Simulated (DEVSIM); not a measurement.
Device: Si n-i-p diode, at 300 K.

```csv
layer (left to right),material,thickness (μm),Nd (cm⁻³),Na (cm⁻³),τn (s),τp (s)
1,Si,0.330,5.9e17,-,7.6e-5,7.6e-5
2,Si,42.0,-,3.1e12,7.6e-5,7.6e-5
3,Si,3.70,-,3.4e17,7.6e-5,7.6e-5
```

Left contact: ohmic. Right contact: ohmic. Voltage is applied to the left contact. Recombination: SRH at mid-gap. Mobility is μmin + (μ − μmin)/(1 + (N/Nref)^α).

The device is made up for the run: typed textbook-type constants, with dimensions and the other settings drawn at random. Values at 300 K. The table also holds parameters that only a changed run uses.

```
parameter           Si
-------------  -------
gap (eV)         1.124
affinity (eV)     4.05
permittivity      11.7
Nc (cm⁻³)      2.86e19
Nv (cm⁻³)       3.1e19
μn (cm²/Vs)       1417
μp (cm²/Vs)        470
μn,min              52
μp,min              45
Nref,n          9.7e16
Nref,p          2.2e17
αn                0.68
αp                0.72
Cn (cm⁶/s)     2.8e-31
Cp (cm⁶/s)     9.9e-32
```

DEVSIM, 1D drift-diffusion, Boltzmann statistics, complete ionisation; no tunnelling, impact ionisation, image-force lowering or self-heating.

Base results: potential step across the device at zero bias (V) 0.907; dark forward voltage at 100 A/cm² (V) 0.829; dark forward voltage at 1 A/cm² (V) 0.673.

Task: What follows from this one change: thickness of layer 2 42 → 8.4 μm?

Result: potential step across the device at zero bias little changed (0.907 V); dark forward voltage at 100 A/cm² 0.829 → 0.799 V; dark forward voltage at 1 A/cm² 0.673 → 0.668 V.

Task: What follows from this one change: doping Nd of layer 1 5.9e+17 → 5.9e+16 cm^-3?

Result: potential step across the device at zero bias 0.907 → 0.847 V; dark forward voltage at 100 A/cm² 0.829 → 0.833 V; dark forward voltage at 1 A/cm² 0.673 → 0.631 V.

Task: What follows from this one change: constant mobility in place of the doping-dependent one?

Result: potential step across the device at zero bias little changed (0.907 V); dark forward voltage at 100 A/cm² 0.829 → 0.823 V; dark forward voltage at 1 A/cm² 0.673 → 0.650 V.
